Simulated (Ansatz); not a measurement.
An Ansatz (a program for electronic structure) run: Be with a change (isotropic strain −0.57 %); PBE in Ansatz (plane waves to 420 eV, PAW, without spin-orbit coupling).

Input:

Ansatz 0.2 input:
```yaml
crystal:
  lattice:
    - [2.2498406352, 0, 0]
    - [-1.1249203176, 1.9484191446, 0]
    - [0, 0, 3.5460796212]
  atoms:
    - { symbol: Be, position: [0.3333333333, 0.6666666667, 0.75] }
    - { symbol: Be, position: [0.6666666667, 0.3333333333, 0.25] }
basis: { ecutwfc: 420, ecutrho_ratio: 4, xc_grid: 2, fft_grid_basis: typed }
kpoints: { mp_grid: { grid: [29, 29, 16] } }
hamiltonian:
  xc: pbe
  dispersion: none
  pseudopotentials: { kind: paw }
scf: { occupations: { method: fermi_dirac, width: 0.1 }, convergence: { dr2_threshold: 0.0000000002 } }
relax: { f_tol: 0.005, max_steps: 50 }
output: { forces: true, stress: true }
checkpoint: { write: state.ck, write_every: 1000 }
```

Output:

```
Relaxation: its limit of steps is 50 (relax.max_steps)
WARN ansatz: RAYON_NUM_THREADS=2 ignored (pool sized by the plan → 2); use --threads N
Pseudopotentials: kind: paw
Pseudopotential: Be, paw, valence charge 2
Functional definition: PBE
Crystal: 2 atoms, lattice volume = 15.545 Å³
Basis set: ecut = 420 eV, 311 PW (Γ), exchange–correlation on 32×32×48 points (8 copies of the dense FFT grid, shifted against one another)
Bands: 6, of which v1, the nominal top of the filled ones, is band 2 counted from 1 (1 counted from 0)
Symmetry: 24 space group operations
Space group: P63/mmc (ITA 194), of the structure as read, at distance tolerance 2.5e-5 Å
k-points: 765 of 13456
Initial density: superposition of atomic densities (neutral atoms: chi_scale 0, normalization atom), corrected by the library's trained network
Initial wavefunctions: pseudopotential atomic-orbital guess
Eigensolver: davidson
Functional: x = pbe(κ = 0.804, μ = 0.2195149727645171), c = pbe(β = 0.06672455060314922)
SCF iter   1: F=—  HF=-185.528774 eV  |F-HF|=—  |Δ(HF+E_count)|=         —  Δρ=1.36e-3  dr2=2.01e-4  ethr=1.77e-3  ⟨swp⟩=5.4  Hψ=39846  notcnv=0
all-band conjugate gradients solve this SCF's bands
preconditioner: auto → none
SCF iter   2: F=—  HF=-185.528795 eV  |F-HF|=—  |Δ(HF+E_count)|=   2.18e-5  Δρ=8.45e-4  dr2=8.00e-5  ethr=5.01e-6  ⟨swp⟩=1.3  Hψ=10941  notcnv=0
SCF iter   3: F=—  HF=-185.528824 eV  |F-HF|=—  |Δ(HF+E_count)|=   2.82e-5  Δρ=2.59e-5  dr2=5.26e-8  ethr=2.00e-6  ⟨swp⟩=1.0  Hψ=4590  notcnv=0
SCF iter   4: F=—  HF=-185.528823 eV  |F-HF|=—  |Δ(HF+E_count)|=   4.81e-7  Δρ=4.17e-6  dr2=2.12e-9  ethr=1.32e-9  ⟨swp⟩=2.2  Hψ=5993  notcnv=0
iter 5 did not close the SCF: its close was put off for the readings that it lacked (scf_convergence_deferred on its scf_iter line)
SCF iter   5: F=-185.528823 eV  HF=-185.528823 eV  |F-HF|=2.56e-12  |Δ(HF+E_count)|=  4.06e-10  Δρ=3.70e-7  dr2=9.87e-12  ethr=5.31e-11  ⟨swp⟩=1.0  Hψ=4592  notcnv=0
SCF iter   6: F=-185.528823 eV  HF=-185.528823 eV  |F-HF|=0.00e0  |Δ(HF+E_count)|=  3.24e-12  Δρ=2.61e-8  dr2=6.38e-14  ethr=1.00e-12  ⟨swp⟩=2.0  Hψ=13004  notcnv=0
SCF 1 converged in 6 iterations: F = -185.528823 eV  dr2 = 6.38e-14
relax step   1: F+E_penalty+E_count = -185.52882318 eV  Δ(F+E_penalty+E_count) = +0.000e0 eV  max|allowed force component| = 1.388e-16 eV/Å  Δτ_max = 0.0000 Å  (6 SCF iters, accepted)
the relaxation is at rest under the 24 symmetry operations that the run kept from its start: a minimum is not shown …
SCF converged after 6 iterations
Free energy (F): -185.528823 eV
Harris-Foulkes:  -185.528823 eV  (|F-HF|=0.00e0)
Internal energy: -185.524956 eV  (E = F + TS)
E sigma→0 (E₀):  -185.526890 eV
Entropy (-TS):   -0.003867 eV (-1.934 meV/atom)
Fermi energy:    8.375413 eV
--- Per-component energies (eV) ---
  E_band       = 12.716536
  E_kinetic    = 42.540860
  E_local      = 5.812592  (includes V_loc(G=0)·N_el)
  E_nonlocal   = 8.955990
  E_hartree    = 0.082948
  E_xc         = -39.770381
  E_vxc        = -41.878602  (∫ρ·V_xc dr)
  E_paw        = -119.181049  (= ΣΔE_a)
  E_vpaw       = -2.880197  (= ΣTr[D̂ρ^β])
  E_aug_tail   = -0.000001  (compensation charges beyond the density's cutoff)
  E_ewald      = -83.965914
  E_smearing   = -0.003867  (= −TS)
  E_closure    = 0.000000  (closes the sum)
  Σ components = -185.528823   (vs F -185.528823, Δ=0.00e0)
  [band-id]    e_kinetic+e_local+e_nonlocal+2·e_hartree+e_vxc+e_vpaw+e_augmentation_tail = 12.716536   (vs E_band 12.716536, Δ=-9.20e-8)
--- Forces (eV/Å), atoms counted from 1 ---
  atom   1  Be     0.00000000     0.00000000     0.00000000
  atom   2  Be    -0.00000000    -0.00000000    -0.00000000
  max |Σ_I F_I| component: 5.55e-17 eV/Å
--- Stress (GPa, compression-positive) ---
        2.074579       0.000000       0.000000
       -0.000000       2.074579       0.000000
        0.000000       0.000000       2.361484
  P = ⅓ Tr σ = 2.1702 GPa (21.702 kbar)
  The stress holds the Pulay correction. Without it, at fixed plane waves, as pw.x and ABINIT print it: P = 2.1247 GPa
  The stress includes an estimate of the error left by incomplete SCF convergence (largest component 0.0000 GPa).
--- Band table ---
  band table: none
--- Relaxed structure (1 steps of the walk, 1 accepted, 0 SCFs on fresh bases) ---
  F+E_penalty+E_count = -185.52882318 eV   max|allowed force component| = 1.388e-16 eV/Å
  atoms:
    - { symbol: Be, position: [0.3333333333333333, 0.6666666666666666, 0.7500000000000001] }
    - { symbol: Be, position: [0.6666666666666665, 0.3333333333333333, 0.25000000000000006] }
```

Stability against distortions was not tested. The cell was made from Be in the hcp (Mg type) structure (space group P6_3/mmc, No. 194) by this change: isotropic strain −0.57 %.
